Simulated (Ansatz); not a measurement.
Base system: Rb in the bcc (W type) structure (space group Im-3m, No. 229).

Space group Im-3m (No. 229); a = 5.575 Å, b = 5.575 Å, c = 5.575 Å, α = 90.00°, β = 90.00°, γ = 90.00°

```tsv
atom	site	symmetry	x	y	z
Rb	2a	m-3m	0.0000	0.0000	0.0000
```
(The calculation used a cell of 1 atom; values per cell refer to that cell.)

Method: Kohn–Sham DFT with the PBEsol functional, run in Ansatz (a first-principles code) with PAW and 420 eV plane waves, no spin-orbit coupling, earlier PAW set.

Before the change:

The largest site moment is 0.00 μB. The lattice parameter a is 5.575 Å.

One thing is altered: full substitution Rb → Pr, then cell and atoms are relaxed.

Tabulated Pauling electronegativity and covalent radius: Rb 0.82, 2.20 Å; Pr 1.13, 2.03 Å.

Problem. Estimate the effect on the largest site moment.

Solution. The largest site moment goes from zero to 2.40 μB.

Problem. What does the calculation give for the lattice parameter a after the change?

Solution. The lattice parameter a shrinks by 1.892 Å, from 5.575 Å to 3.683 Å.

Other magnetic orders, which the real material may have, were not ruled out. Open 4f shells without U are poorly described, and the f state was not checked. Whether these cells are dynamically stable was not tested. Spin-polarised in the final run: Pr; the other runs are not. This is not the structure that Pr has at room temperature and ambient pressure.
